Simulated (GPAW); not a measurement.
GPAW run on LaMnCuGe2 (I-4m2, 5 atoms in the cell): self-consistent single point.

Method of the run: LDA (Perdew-Wang 92), GPAW PAW datasets LDA (gpaw-data 1.0.1) (plane waves; GPAW).

```
LaMnCuGe2
1.0
   -2.15042     2.15042     5.41371
    2.15042    -2.15042     5.41371
    2.15042     2.15042    -5.41371
La Mn Cu Ge
1 1 1 2
Direct
  0.00000   0.00000   0.00000
  0.25000   0.75000   0.50000
  0.75000   0.25000   0.50000
  0.62294   0.62294   0.00000
  0.37706   0.37706   0.00000
```
Moments meant for the start (each program seeds them in its own way; μB, in the order of the atoms La Mn Cu Ge Ge): 0.0 4.0 0.0 0.0 0.0.

Reference input (self-consistent single point, DFT LDA (Perdew-Wang 92), plane waves, GPAW PAW datasets LDA (gpaw-data 1.0.1)): spinpol = true; mode = pw; ecut = 800 eV; xc = LDA; kpts = 7 7 7; mesh shift (steps) = 0 0 0; occupations.name = marzari-vanderbilt; occupations.width = 0.1 eV; nbands = -13; convergence.forces = 0.001 eV/Å; symmetry.symmorphic = false; symmetry.tolerance = 0.0005. This run's input differs from it in these lines:

```diff
@@ -18,3 +18,3 @@
 calc = GPAW(spinpol=True,
-            mode=PW(800),
+            mode=PW(320),
             xc='LDA',
```

Output (repeated stretches shortened):

```
     iter     time        total  log10-change:         magmom
                         energy   eigst   dens  force
iter:   1 --:--:--   -37.674021                          +4.0133
iter:   2 --:--:--   -32.856334   -0.38  -1.14           +2.1830
iter:   3 --:--:--   -32.858349   -1.52  -1.34           +2.5976
iter:   4 --:--:--   -32.987020   -1.22  -1.38           +3.3249
iter:   5 --:--:--   -32.778021   -1.74  -1.61           +3.0747
iter:   6 --:--:--   -32.785389   -2.93  -1.73           +3.2695
iter:   7 --:--:--   -32.767110c  -1.86  -1.77           +3.6396
iter:   8 --:--:--   -32.721672   -2.46  -2.18           +3.4917
   [... lines left out ...]
iter:  17 --:--:--   -32.709865c  -4.89  -3.39           +3.5635
iter:  18 --:--:--   -32.709774c  -5.65  -3.52           +3.5637
iter:  19 --:--:--   -32.709769c  -6.33  -4.05c          +3.5639
iter:  20 --:--:--   -32.709770c  -6.57  -4.20c          +3.5646
iter:  21 --:--:--   -32.709771c  -6.58  -4.38c          +3.5641
iter:  22 --:--:--   -32.709771c  -7.53c -4.49c          +3.5649
iter:  23 --:--:--   -32.709770c  -6.68  -4.59c          +3.5665
iter:  24 --:--:--   -32.709770c  -7.61c -5.03c -2.71    +3.5671
iter:  25 --:--:--   -32.709771c  -8.10c -5.10c -3.48c   +3.5676
Converged after 25 iterations.

Dipole moment: (0.436486, -0.436486, -0.000000) |e|*Ang

Total magnetic moment: (0.000000, 0.000000, 3.567622)
Local magnetic moments:
   0 La ( 0.000000,  0.000000,  0.028645)
   1 Mn ( 0.000000,  0.000000,  3.215443)
   2 Cu ( 0.000000,  0.000000,  0.036319)
   3 Ge ( 0.000000,  0.000000, -0.024246)
   4 Ge ( 0.000000,  0.000000, -0.024246)

Energy contributions relative to reference atoms: (reference = -421380.827361)

Kinetic:        +13.736616
Potential:      -12.749208
External:        +0.000000
XC:             -33.516485
Entropy (-ST):   +0.001254
Local:           -0.181946
SIC:             +0.000000
--------------------------
Free energy:    -32.709771
Extrapolated:   -32.709771

Spin contamination: 0.157779 electrons
Showing only first 2 kpts
                      Up                     Down
   [... lines left out ...]
Fermi level: 8.16153
No gap
   [... lines left out ...]
Energy (eV): -32.709771

Forces in eV/Ang:
  0 La   -0.00000   -0.00000    0.00000
  1 Mn    0.00000    0.00000   -0.00000
  2 Cu    0.00000    0.00000   -0.00000
  3 Ge    0.00000    0.00000    0.44020
  4 Ge    0.00000    0.00000   -0.44020

Stress tensor:
     0.075144     0.000000    -0.000000
     0.000000     0.075144     0.000000
    -0.000000     0.000000     0.073197
Stress (GPa, Voigt): [12.0394 12.0394 11.7275  0.     -0.      0.    ]
```

The run converged in 25 iterations. GPAW prints stress with tension positive. Against the reference run the free energy goes up by 80.7 meV/atom, the pressure goes from -11.24 to -11.94 GPa, the largest force goes from 0.425 to 0.440 eV/Å and the size of the net moment stays at 0.71 μB/atom.

The starting cell comes from a database of computed structures (which also holds hypothetical and non-ambient phases and stackings), without a prior relaxation at this level. Its lattice was rescaled by a random factor within 2.5 % of one. With one magnetic atom in the cell only a parallel order is possible.

Cost on one core of a shared machine: roughly 3 min.
